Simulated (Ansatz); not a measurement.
Bond-angle distributions (per cent of the angles at each element, bins of 10°) of a relaxed model of amorphous Si14Y6Al6O46 at 3.07 g/cm³. Computed with PBE, scalar-relativistic without spin-orbit coupling (plane waves to 420 eV, PAW; Ansatz, a program for electronic structure).

Preparation: random packing, a CHGNet melt and quench, and a DFT relaxation. O atoms were pushed apart under 1.9 Å during the dynamics, to hinder bonds among them. The hot cell started wider than the set density and was brought back towards it in steps. It is the lowest in DFT energy of 2 quenches. It is a model cell: composition and starting density were chosen by hand, and all elements were melted together. No dispersion term was used. Its density started from a set value of 3.04 and ended at 3.07 g/cm³. Cooling (nominally 240 K/ps over its main leg) ran many orders faster than in experiment, which tends to leave more defects and strain. A cell of this size samples the disorder only roughly. Volume and shape were free in the relaxation.

Neighbours within Si-Si 2.60 Å, Si-Y 3.09 Å, Si-Al 2.55 Å, Si-O 2.04 Å, Y-Y 3.74 Å, Y-Al 3.20 Å, Y-O 3.06 Å, Al-Al 2.66 Å, Al-O 2.24 Å, O-O 1.58 Å count as bonded. Two cations that share two anions don't count as bonded, nor two that share one unless they lie closer than Si-Si 2.38 Å, Si-Y 3.01 Å, Si-Al 2.48 Å, Y-Y 3.64 Å, Y-Al 3.11 Å, Al-Al 2.59 Å.

| angle (°) | at Si | at Y | at Al |
|---|---|---|---|
| 50-60 | 0 | 5 | 0 |
| 60-70 | 0 | 16 | 0 |
| 70-80 | 0 | 10 | 4 |
| 80-90 | 3 | 10 | 19 |
| 90-100 | 9 | 11 | 19 |
| 100-110 | 41 | 9 | 19 |
| 110-120 | 40 | 12 | 23 |
| 120-130 | 6 | 8 | 6 |
| 130-140 | 0 | 8 | 0 |
| 140-150 | 0 | 6 | 0 |
| 150-160 | 0 | 4 | 4 |
| 160-170 | 0 | 3 | 4 |
| 170-180 | 1 | 0 | 2 |

They go with these counts of neighbours within the cut-offs, cation contacts included: Si mean 4.1, most often 4; Y mean 6.3, most often 6; Al mean 4.5, most often 4.
